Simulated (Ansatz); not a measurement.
## Ta, response to strain

Start from Ta in the bcc (W type) structure (space group Im-3m, No. 229; relaxed with 0.1 eV smearing).

```yaml
crystal:
  lattice:
    - [-1.65317, 1.65317, 1.65317]
    - [1.65317, -1.65317, 1.65317]
    - [1.65317, 1.65317, -1.65317]
  atoms:
    - { symbol: Ta, position: [0.00000, 0.00000, 0.00000] }
```

Cartesian axes are those of the cell as printed.

Strains are applied to the cell and any free atomic positions relax; under biaxial strain the out-of-plane vector relaxes too.

The values are results of r2SCAN in Ansatz (plane waves to 500 eV, PAW, no SOC), earlier PAW set, not measurements.

Candidates:
(a) biaxial strain +2.14 %, plane normal [001], relaxed out of plane
(b) biaxial strain −0.25 %, plane normal [111], relaxed out of plane
(c) strain tensor (xx, yy, zz, yz, xz, xy) = (+1.33, +0.40, −0.26, +0.06, +0.35, +0.63) %
(d) uniaxial strain ε_xx = −1.32 %

Notes on the quantities. energy relative to the base: free energy F.

**Question.** Order them by energy relative to the base, lowest first.

**Answer.** (b) biaxial strain −0.25 %, plane normal [111], relaxed out of plane (+0.2 meV/atom), (d) uniaxial strain ε_xx = −1.32 % (+2.8 meV/atom), (c) strain tensor (xx, yy, zz, yz, xz, xy) = (+1.33, +0.40, −0.26, +0.06, +0.35, +0.63) % (+4.0 meV/atom), (a) biaxial strain +2.14 %, plane normal [001], relaxed out of plane (+11 meV/atom)

No phonon test of stability was made. All final runs are without spin polarisation.

Ansatz is a program for electronic structure.
